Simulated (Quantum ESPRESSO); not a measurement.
Quantum ESPRESSO run on CaC2 (Pnnm, 6 atoms in the cell): self-consistent single point.

Computed with LDA (PZ), GBRV 1.5 ultrasoft (LDA) pseudopotentials (plane waves; Quantum ESPRESSO).

The change in words: lattice scaled by 0.98. Reference geometry:
```
CELL_PARAMETERS angstrom
      4.40723     0.00000     0.00000
      0.00000     5.90435     0.00000
      0.00000     0.00000     3.89734
ATOMIC_POSITIONS crystal
  Ca 0.00000 0.00000 0.00000
  Ca 0.50000 0.50000 0.50000
  C  0.88666 0.56447 0.00000
  C  0.11334 0.43553 0.00000
  C  0.38666 0.93553 0.50000
  C  0.61334 0.06447 0.50000
```

Reference input (self-consistent single point, DFT, LDA (PZ), plane waves, GBRV 1.5 ultrasoft (LDA) pseudopotentials): ecutwfc = 40 Ry; ecutrho = 200 Ry; occupations = fixed; potentials = {Ca: ca_lda_v1.uspp.F.UPF, C: c_lda_v1.2.uspp.F.UPF}; K_POINTS = automatic 4 3 5 0 0 0; nbnd = 22; conv_thr = 1e-09 Ry. This run's input differs from it in these lines:

```diff
@@ -10,5 +10,5 @@
   ibrav = 8
-  A = 4.4072300000
-  B = 5.9043500000
-  C = 3.8973400000
+  A = 4.3190850000
+  B = 5.7862630000
+  C = 3.8193930000
   nat = 6
```

The program printed (abridged):

```
     Self-consistent Calculation

     iteration #  1     ecut=    40.00 Ry     beta= 0.70

     total energy              =    -195.47817309 Ry
     estimated scf accuracy    <       1.13153290 Ry

     iteration #  2     ecut=    40.00 Ry     beta= 0.70

     total energy              =    -195.77676029 Ry
     estimated scf accuracy    <       0.39414778 Ry

     iteration #  3     ecut=    40.00 Ry     beta= 0.70

     total energy              =    -195.85917734 Ry
     estimated scf accuracy    <       0.00266682 Ry

   [... 5 blocks of this kind left out ...]

     iteration #  9     ecut=    40.00 Ry     beta= 0.70

     total energy              =    -195.86141878 Ry
     estimated scf accuracy    <          1.1E-09 Ry

     iteration # 10     ecut=    40.00 Ry     beta= 0.70
     End of self-consistent calculation

     highest occupied, lowest unoccupied level (ev):     4.1419    6.9105

!    total energy              =    -195.86141878 Ry
     estimated scf accuracy    <          3.7E-10 Ry

     convergence has been achieved in  10 iterations

     Forces acting on atoms (cartesian axes, Ry/au):

     atom    1 type  1   force =     0.00000000    0.00000000    0.00000000
     atom    2 type  1   force =     0.00000000    0.00000000    0.00000000
     atom    3 type  2   force =    -0.04990422    0.03687599    0.00000000
     atom    4 type  2   force =     0.04990422   -0.03687599   -0.00000000
     atom    5 type  2   force =    -0.04990422   -0.03687599    0.00000000
     atom    6 type  2   force =     0.04990422    0.03687599    0.00000000

     Total force =     0.124101     Total SCF correction =     0.000015

          total   stress  (Ry/bohr**3)                   (kbar)     P=        2.03
   0.00014508   0.00000000   0.00000000           21.34        0.00        0.00
   0.00000000   0.00003892   0.00000000            0.00        5.72        0.00
   0.00000000   0.00000000  -0.00014256            0.00        0.00      -20.97

   JOB DONE.
```

The run converged in 10 iterations. Against the reference run the free energy falls by 15.3 meV/atom, the pressure goes from -5.20 to 0.20 GPa, the largest force goes from 0.300 to 1.595 eV/Å and the gap on the mesh goes from 2.743 to 2.769 eV.

The starting cell comes from a database of computed structures (which also holds hypothetical and non-ambient phases and stackings), without a prior relaxation at this level. For this run, on top of that: lattice scaled by 0.98. Forces in this geometry exceed 1 eV/Å.
